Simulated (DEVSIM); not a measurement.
Structure: illuminated Si n-on-p cell, one wavelength, at 400 K.

Layer 1 from the left is Si, thickness (μm) 0.190, Nd (cm⁻³) 1.9e18, τn (s) 3.6e-6, τp (s) 1.9e-6, absorption coefficient (cm⁻¹) 7700. Layer 2 from the left is Si, thickness (μm) 27.0, Na (cm⁻³) 1.2e16, τn (s) 1.1e-5, τp (s) 1.1e-5, absorption coefficient (cm⁻¹) 7700.

Left contact: ohmic, minority hole recombination velocity 2000 cm/s. Right contact: ohmic, minority electron recombination velocity 10 cm/s. Voltage is applied to the left contact. Recombination: SRH at mid-gap, radiative, Auger. Light enters at the left, 4.1e16 photons cm⁻² s⁻¹, one pass, no reflection. Mobility is μmin + (μ − μmin)/(1 + (N/Nref)^α).

Constants are typed, rounded textbook-type inputs, not results; the design itself was drawn at random and stands for no fabricated device. Values at 300 K; Nc and Nv go as T^1.5, mobilities as T to minus their exponent, the gap by Varshni's rule with the affinity fixed.

Si: gap (eV) 1.124, affinity (eV) 4.05, permittivity 11.7, Nc (cm⁻³) 2.86e19, Nv (cm⁻³) 3.1e19, μn (cm²/Vs) 1417, μp (cm²/Vs) 470, μn,min 52, μp,min 45, Nref,n 9.7e16, Nref,p 2.2e17, αn 0.68, αp 0.72, T exponent of μn 2.3, T exponent of μp 2.2, B (cm³/s) 4.7e-15, Cn (cm⁶/s) 2.8e-31, Cp (cm⁶/s) 9.9e-32, Varshni α (eV/K) 0.000473, Varshni β (K) 636.

DEVSIM, 1D drift-diffusion, Boltzmann statistics, complete ionisation; no tunnelling, impact ionisation, image-force lowering or self-heating.

Dark forward current:

| |V| (V) | |J| (A/cm²) |
|---|---|
| 0.05 | 5.767e-7 |
| 0.10 | 2.586e-6 |
| 0.15 | 1.028e-5 |
| 0.20 | 4.122e-5 |
| 0.25 | 0.0001689 |
| 0.30 | 0.0007028 |
| 0.35 | 0.002936 |
| 0.40 | 0.01204 |
| 0.45 | 0.04558 |
| 0.50 | 0.1442 |
| 0.55 | 0.3852 |
| 0.60 | 1.007 |
| 0.65 | 2.881 |
| 0.70 | 9.392 |
| 0.75 | 34.57 |
| 0.80 | 137.7 |
| 0.85 | 544.7 |
| 0.90 | 1863 |
| 0.95 | 4966 |

Task: Work out the local ideality factor n = ΔV / (kT/q · ln(J2/J1)) between the rows 0.15 and 0.20 V, 0.30 and 0.35 V, 0.90 and 0.95 V.

Result: kT/q = 34.47 mV. From 0.15 to 0.20 V: ln(4.122e-5/1.028e-5) = 1.389, n = 1.04, near the 1 of diffusion or emission over a barrier. From 0.30 to 0.35 V: ln(0.002936/0.0007028) = 1.430, n = 1.01, near the 1 of diffusion or emission over a barrier. From 0.90 to 0.95 V: ln(4966/1863) = 0.980, n = 1.48.

Task: What current could the absorbed light give at most, and what share is collected?

Result: Σ αd = 20.9, so qΦ(1 − exp(−Σ αd)) = 6.57 mA/cm². The simulated short-circuit current is 6.555 mA/cm², a share of 1.00.

Task: Estimate the open-circuit voltage by superposition: the voltage at which the dark current equals that short-circuit current.

Result: Interpolating ln J in the table gives 0.378 V. The simulation gives 0.378 V, the same within the digits that matter. Superposition holds where collection doesn't change with voltage.

Task: Estimate the fill factor from FF0 = (v − ln(v + 0.72))/(v + 1), v = qVoc/(nkT), with n from the dark curve.

Result: The rows about Voc, 0.35 and 0.40 V, give n = 1.03, so v = 10.7 and FF0 = 0.706. The simulation gives 0.708, the same within the digits that matter.
